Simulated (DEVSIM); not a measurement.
Structure: abrupt Ge p-n junction, at 300 K.

```
layer (left to right)  material  thickness (μm)  Nd (cm⁻³)  Na (cm⁻³)   τn (s)   τp (s)
---------------------  --------  --------------  ---------  ---------  -------  -------
1                            Ge           0.110          -     1.3e16  0.00021  0.00021
2                            Ge            39.0       5e15          -  0.00021  0.00021
```

Left contact: ohmic. Right contact: ohmic. Voltage is applied to the left contact. Recombination: SRH at mid-gap, Auger. Mobility is μmin + (μ − μmin)/(1 + (N/Nref)^α).

The device is made up for the run: typed textbook-type constants, with dimensions and the other settings drawn at random. Values at 300 K.

```
parameter           Ge
-------------  -------
gap (eV)         0.664
affinity (eV)        4
permittivity        16
Nc (cm⁻³)      1.04e19
Nv (cm⁻³)         6e18
μn (cm²/Vs)       3900
μp (cm²/Vs)       1900
μn,min             150
μp,min             100
Nref,n          2.6e17
Nref,p            4e17
αn                0.56
αp                 0.6
Cn (cm⁶/s)       1e-31
Cp (cm⁶/s)       1e-31
```

DEVSIM, 1D drift-diffusion, Boltzmann statistics, complete ionisation; no tunnelling, impact ionisation, image-force lowering or self-heating.

The thickness of layer 2 was swept, all else fixed.

```
thickness of layer 2 (μm)  dark forward voltage at 1 A/cm² (V)  dark forward voltage at 100 A/cm² (V)
-------------------------  -----------------------------------  -------------------------------------
7.8                                                      0.064                                  0.218
14                                                       0.064                                  0.239
23                                                       0.065                                  0.270
39                                                       0.066                                  0.325
66                                                       0.067                                  0.416
120                                                      0.070                                  0.599
200                                                      0.073                                  0.871
```

From the first row to the last the dark forward voltage at 1 A/cm² goes from 0.064 to 0.073. From the first row to the last the dark forward voltage at 100 A/cm² goes from 0.218 to 0.871.
